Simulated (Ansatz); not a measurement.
# Response to strain in Ga2O3

Consider Ga₂O₃ in the corundum structure (space group R-3c, No. 167; a = 4.950 Å, c = 13.306 Å (hexagonal axes)).

Strains are applied to the cell and any free atomic positions relax.

All numbers come from LDA/PAW in Ansatz (a program for electronic structure), no spin-orbit coupling.

Notes on the quantities. energy relative to the base: free energy F; pressure: mean of the normal stresses, compression positive.

```
change                    energy relative to the base   electron mass    pressure
------------------------  ---------------------------  --------------  ----------
base                                       0 meV/atom  0.24 mₑ (at Γ)    0.00 GPa
isotropic strain +0.75 %                +3.5 meV/atom  0.23 mₑ (at Γ)   -5.12 GPa
isotropic strain +1.50 %                 +14 meV/atom  0.22 mₑ (at Γ)           …
isotropic strain +2.25 %                            …  0.21 mₑ (at Γ)           …
isotropic strain +3.00 %                 +51 meV/atom  0.20 mₑ (at Γ)  -17.41 GPa
```

Problem. Complete the table.

Solution. 
- isotropic strain +1.50 %, pressure: -9.69 GPa
- isotropic strain +2.25 %, energy relative to the base: +30 meV/atom
- isotropic strain +2.25 %, pressure: -13.78 GPa

The levels and masses belong to the bands next to the band gap. Effective masses come from finite differences of ±0.01 Å⁻¹. Stability against distortions was not tested.
